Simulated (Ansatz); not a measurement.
A set of related cells and their density of states at the Fermi level.

Cell A: Cu (fcc, Fm-3m), 1 atom in the cell; spin state with PBE: run without spin, k-point mesh 28×28×28 on the run's own vectors.
```cif
data_Cu
_chemical_formula_sum 'Cu1'
_space_group_name_H-M_alt 'P 1'
_space_group_IT_number 1
_cell_length_a 2.56665
_cell_length_b 2.56665
_cell_length_c 2.56665
_cell_angle_alpha 60.000
_cell_angle_beta 60.000
_cell_angle_gamma 60.000
loop_
_space_group_symop_operation_xyz
  'x, y, z'
loop_
_atom_site_label
_atom_site_type_symbol
_atom_site_fract_x
_atom_site_fract_y
_atom_site_fract_z
_atom_site_occupancy
Cu1 Cu 0.00000 0.00000 0.00000 1
```

Cell B: W (bcc, Im-3m), 1 atom in the cell; spin state with PBE: run without spin, k-point mesh 26×26×26 on the run's own vectors.
```cif
data_W2
_chemical_formula_sum 'W2'
_space_group_name_H-M_alt 'Im-3m'
_space_group_IT_number 229
_space_group_name_Hall '-I 4 2 3'
_cell_length_a 3.18371
_cell_length_b 3.18371
_cell_length_c 3.18371
_cell_angle_alpha 90.000
_cell_angle_beta 90.000
_cell_angle_gamma 90.000
loop_
_atom_site_label
_atom_site_type_symbol
_atom_site_symmetry_multiplicity
_atom_site_Wyckoff_symbol
_atom_site_fract_x
_atom_site_fract_y
_atom_site_fract_z
_atom_site_occupancy
W1 W 2 a 0.00000 0.00000 0.00000 1
```
(The calculation used a cell of 1 atom; values per cell refer to that cell.)

All numbers come from Ansatz (a program for electronic structure), plane waves with PAW, its default PAW set, cutoff 420 eV, 500 eV for r2SCAN. The structures are at rest with PBE; other levels are single points on them. Neutral cells; Fermi-Dirac smearing of at most 0.10 eV in the solids, energies taken to zero width. The lattices are those relaxed with PBE, so at other levels the solids can be strained, which adds to the spread. The runs are scalar-relativistic, without spin-orbit coupling. A dispersion term ran beside these levels; it doesn't touch the electrons. Both spins, broadened by a Gaussian of 0.2 eV on the run's mesh.

Question: Give the density of states at the Fermi level (states/eV per atom) at the level r2SCAN, cell by cell.

Answer: 
```
system  r2SCAN
------  ------
A         0.28
B         0.41
```

With r2SCAN the value of B exceeds that of A by 0.13 states/eV per atom.

Question: How do the other levels compare?

Answer: 
```
system   PBE
------  ----
A       0.30
B       0.47
```

With PBE the value of B exceeds that of A by 0.17 states/eV per atom.
